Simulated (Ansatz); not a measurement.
The reference is Al2O3 in the corundum structure (space group R-3c, No. 167; a = 4.8080 Å, c = 13.1216 Å (hexagonal axes)). Axes: x lies along a and z along c of the hexagonal cell.

The values are results of PBE (Ansatz, a first-principles code), spin-orbit coupling left out, earlier PAW set, not measurements.

Base values:

| Property | Result |
|---|---|
| Electron mass | 0.38 mₑ along c, 0.37 mₑ across (at Γ) |
| Valence-band top at Γ | 0.00, -0.03, -0.03 eV |

Modification: tensile biaxial strain of 2.20 % in the plane normal to [001], as in epitaxy on a mismatched substrate; the out-of-plane cell vector and the atoms relax.

What does the calculation give for the electron mass and valence-band top at Γ after the change?

The electron mass goes from 0.38 mₑ along c, 0.37 mₑ across (at Γ) to 0.38 mₑ out of plane, 0.34 mₑ in plane (at Γ); the valence-band top at Γ (three highest levels, from the VBM) changes from 0.00, -0.03, -0.03 eV to 0.00, -0.28, -0.28 eV.

The levels and masses belong to the bands next to the band gap. Masses are band curvatures over ±0.01 Å⁻¹ around the edge. Whether these cells are dynamically stable was not tested.
